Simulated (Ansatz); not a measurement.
The starting structures come from a database of crystals and need not be the phases stable at ambient conditions.

Consider the following.

```yaml
crystal:
  lattice:
    - [7.59438, 0.00000, 0.00000]
    - [0.00000, 9.06016, 0.00000]
    - [0.73679, 4.53008, 3.95010]
  atoms:
    - { symbol: Cd, position: [0.71324, 0.40854, 0.48662] }
    - { symbol: Cd, position: [0.28676, 0.59146, 0.51338] }
    - { symbol: Cd, position: [0.78676, 0.89516, 0.51338] }
    - { symbol: Cd, position: [0.21324, 0.10484, 0.48662] }
    - { symbol: P, position: [0.96519, 0.56934, 0.76932] }
    - { symbol: P, position: [0.03481, 0.43066, 0.23068] }
    - { symbol: P, position: [0.53481, 0.33866, 0.23068] }
    - { symbol: P, position: [0.46519, 0.66134, 0.76932] }
    - { symbol: P, position: [0.75000, 0.30474, 0.00000] }
    - { symbol: P, position: [0.25000, 0.69526, 0.00000] }
    - { symbol: Cl, position: [0.75000, 0.86393, 0.00000] }
    - { symbol: Cl, position: [0.25000, 0.13607, 0.00000] }
```

Space group of this cell: C2/c. The cell is taken as given.

Transport runs along the normal of the first two printed cell vectors.

No gap correction and no spin-orbit coupling; mid-gap values are interpolated between computed energies.

Task: State the band gap and the smallest decay constant κ at mid-gap according to r2SCAN in Ansatz (an electronic-structure program).

Result: Gap 1.49 eV on a 4×8×8 mesh; κ = 0.173 1/Å, at the zone centre.
